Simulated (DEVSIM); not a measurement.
Device: isotype n-n heterojunction In0.49Ga0.51P/GaAs, at 300 K.

Layer 1 from the left is In0.49Ga0.51P, thickness (μm) 0.250, Nd (cm⁻³) 2e16, τn (s) 3e-10, τp (s) 3e-10. Layer 2 from the left is GaAs, thickness (μm) 0.770, Nd (cm⁻³) 3.3e15, τn (s) 3e-10, τp (s) 3e-10.

Left contact: ohmic. Right contact: ohmic. Voltage is applied to the left contact. Recombination: SRH at mid-gap. Mobility is μmin + (μ − μmin)/(1 + (N/Nref)^α).

Constants are typed, rounded textbook-type inputs, not results; the design itself was drawn at random and stands for no fabricated device. Values at 300 K.

In0.49Ga0.51P: gap (eV) 1.89, affinity (eV) 4, permittivity 11.8, Nc (cm⁻³) 9e17, Nv (cm⁻³) 1.3e19, μn (cm²/Vs) 1500, μp (cm²/Vs) 80, μn,min 400, μp,min 15, Nref,n 2e16, Nref,p 1.5e17, αn 0.7, αp 0.8. GaAs: gap (eV) 1.424, affinity (eV) 4.07, permittivity 12.9, Nc (cm⁻³) 4.7e17, Nv (cm⁻³) 9e18, μn (cm²/Vs) 8500, μp (cm²/Vs) 400, μn,min 500, μp,min 20, Nref,n 6e16, Nref,p 1.5e17, αn 0.39, αp 0.38.

DEVSIM, 1D drift-diffusion, Boltzmann statistics, complete ionisation; no tunnelling, impact ionisation, image-force lowering or self-heating. Band offsets follow the typed affinities; no thermionic-emission limit at abrupt steps, no polarisation charge.

Problem. What does the simulation give for the potential step across the device at zero bias?

Solution. potential step across the device at zero bias 0.100 V.
